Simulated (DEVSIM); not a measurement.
Structure: double heterostructure, Ge between p- and n-type Si, at 300 K.

| layer (left to right) | material | thickness (μm) | Nd (cm⁻³) | Na (cm⁻³) | τn (s) | τp (s) |
|---|---|---|---|---|---|---|
| 1 | Si | 0.500 | 6.2e17 | - | 3.6e-7 | 3.6e-7 |
| 2 | Ge | 0.490 | - | 2.5e14 | 3.6e-7 | 3.6e-7 |
| 3 | Si | 0.620 | - | 6.5e17 | 3.6e-7 | 3.6e-7 |

Left contact: ohmic. Right contact: ohmic. Voltage is applied to the left contact. Recombination: SRH at mid-gap, radiative. Mobility is constant in doping.

This is a model device: material constants are rounded textbook-type values typed into the input, and sizes, dopings and lifetimes were drawn at random. Values at 300 K.

| parameter | Si | Ge |
|---|---|---|
| gap (eV) | 1.124 | 0.664 |
| affinity (eV) | 4.05 | 4 |
| permittivity | 11.7 | 16 |
| Nc (cm⁻³) | 2.86e19 | 1.04e19 |
| Nv (cm⁻³) | 3.1e19 | 6e18 |
| μn (cm²/Vs) | 1417 | 3900 |
| μp (cm²/Vs) | 470 | 1900 |
| B (cm³/s) | 4.7e-15 | 6.4e-14 |

Simulated with DEVSIM: 1D drift-diffusion, Boltzmann statistics, complete ionisation; no tunnelling, impact ionisation, image-force lowering or self-heating. Band offsets follow the typed affinities; no thermionic-emission limit at abrupt steps, no polarisation charge.

### Question
Give the dark forward current.

### Answer

(V (V), J (A/cm²)): (-0.05, -0.00011); (-0.10, -0.00048); (-0.15, -0.0018); (-0.20, -0.0064); (-0.25, -0.021); (-0.30, -0.065); (-0.35, -0.18); (-0.40, -0.45); (-0.45, -1.1); (-0.50, -2.4); (-0.55, -5.2); (-0.60, -12); (-0.65, -29); (-0.70, -87); (-0.75, -330); (-0.80, -1400); (-0.85, -6300)
